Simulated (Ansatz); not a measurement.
System: hcp Gd. Method: PBEsol-D3(BJ) (Ansatz, a program for electronic structure, PAW).

Numerical settings: plane-wave cutoff 520 eV, 18×18×10 k mesh (along the axes of the cell as run), Fermi–Dirac smearing 0.05 eV, spin-polarised with parallel moments, scalar-relativistic PAW data made under PBE.

Results at a series of volumes:

```json
[
 {"V (Å³/atom)": "27.715", "E − E_lowest (meV/atom)": "5.65"},
 {"V (Å³/atom)": "28.293", "E − E_lowest (meV/atom)": "1.38"},
 {"V (Å³/atom)": "28.870", "E − E_lowest (meV/atom)": "0.00"},
 {"V (Å³/atom)": "29.447", "E − E_lowest (meV/atom)": "1.31"},
 {"V (Å³/atom)": "30.025", "E − E_lowest (meV/atom)": "5.15"}
]
```

Q: What bulk modulus B0 and pressure derivative B′ does a third-order Birch–Murnaghan fit give?

A: V0 = 28.870 Å³/atom, B0 = 37.4 GPa, B′ = 2.5 (fit to the energies at full precision).

Shape and atoms are relaxed at each volume.

Measured, for comparison: bulk modulus 37.9 GPa (room temperature, not corrected to a static lattice; as tabulated in Wikipedia's data pages); equilibrium volume per atom 33.05 Å³/atom (room temperature, not corrected to a static lattice; as tabulated in Söderlind et al. (2014), doi:10.1088/0953-8984/26/41/416001). Computed (rounded) less measured: bulk modulus -1 %, equilibrium volume per atom -12.6 %.

Note: the 4f shell is treated without U or exact exchange, so its levels and filling can be wrong; the collinear magnetic order is the start's and need not be the measured one; the bulk modulus comes from volumes at which shape and atoms were relaxed.

Spin–orbit coupling is not included.

Computed values are for the static lattice.

Cost on a shared machine: roughly 17 core-minutes.
